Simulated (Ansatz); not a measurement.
Defect migration in rock-salt CaO: interstitial Ca, charge state +2. The step: several atoms move together, Ca the farthest; the atom moves 1.98 Å along (0.19, 0.19, 0.31) of the unit cell; the moving atom starts with neighbours Ca at 2.57; 3 O at 2.21, 3 O at 2.74 Å and ends with 4 Ca at 2.58; 4 O at 2.12 Å. DFT values are from Ansatz (plane-wave PAW, 420 eV unless said) in a cell of 64 host sites, spin-restricted, static, with no finite-size correction. The charge state is imposed; whether it is stable for some Fermi level was not computed. Sites that were not tried may lie lower. For the PBE band: the saddle point's order was not checked, and it lies on a symmetry element of the cell, where a band can be held.

```json
[
 {"Level": "CHGNet universal potential (has no charge state), its own band", "Forward barrier (eV)": "0.89", "Cost of the band or of the saddle's single point": "-"},
 {"Level": "PBE, the Γ point alone, band relaxed", "Forward barrier (eV)": "1.21", "Cost of the band or of the saddle's single point": "very roughly 16 core-minutes"},
 {"Level": "PBE, a 2×2×2 k-point mesh shifted by half a step, same geometries", "Forward barrier (eV)": "1.38", "Cost of the band or of the saddle's single point": "very roughly 4 core-minutes"},
 {"Level": "r2SCAN at 500 eV, the Γ point alone, same geometries", "Forward barrier (eV)": "1.27", "Cost of the band or of the saddle's single point": "about 60 core-seconds (a rough figure)"}
]
```

Ansatz is a quantum-chemistry and plane-wave program.
